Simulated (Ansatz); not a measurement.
Take a 16-atom supercell of ZnSe in the zinc blende structure (space group F-43m, No. 216; a = 5.6655 Å) at its relaxed geometry as the base.

Method: r2SCAN (Ansatz, a first-principles code; PAW; 500 eV plane waves; without spin-orbit coupling).

For the base:

```
Item        Value
--------  -------
Pressure  0.0 GPa
```

Perturbation: one Zn atom is replaced by Se, atoms relaxed at fixed cell, starting from a slightly rattled geometry.

Q: How does this affect the pressure?

A: The pressure goes from zero to 2.1 GPa.

Q: What happens to the shift of the substituted atom off its lattice site?

A: The shift of the substituted atom off its lattice site is 1.05 Å.

Q: Predict the new largest displacement of a host atom from its site in the perfect cell.

A: The largest displacement of a host atom from its site in the perfect cell is 0.31 Å.

Other magnetic orders, which the real material may have, were not ruled out. In so small a cell the defect repeats every few ångströms: this is an ordered compound, not a dilute defect. Starting moments died away, wholly or in part, for Se on a Zn site (antisite); another magnetic solution may exist. The defect cell is spin-polarised and ends with 0.0 μB.
